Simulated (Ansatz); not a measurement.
The parent structure is MgO in the rock salt structure (space group Fm-3m, No. 225; a = 4.2149 Å).

Method: PBEsol/PAW in Ansatz (an electronic-structure program), spin-orbit coupling left out, earlier PAW set.

Base values:

| Item | Value |
|---|---|
| Gap between the host's bands | 4.62 eV |
| Gap character | direct at Γ |

It is then changed as follows: 0.131 electrons added to each cell, a density of 7.0×10^21 cm⁻³, with a uniform compensating background at fixed cell and a 300 K Fermi–Dirac width.

Task: Estimate the effect on the Fermi level from band edge, gap between the host's bands and gap character.

Result: The Fermi level relative to the doped band's edge (positive inside the band; to 0.05 eV) comes out as +2.35 eV; the gap between the host's bands drops by 0.136 eV (4.62 eV → 4.49 eV); the gap character remains direct at Γ.

Carriers are added with a uniform compensating background; total energy and stress of such cells depend on the potential's zero and are not compared; many-body gap narrowing is missing at this level. Gaps are Kohn–Sham eigenvalue differences; semilocal functionals usually give less than the measured gap. Whether these cells are dynamically stable was not tested.
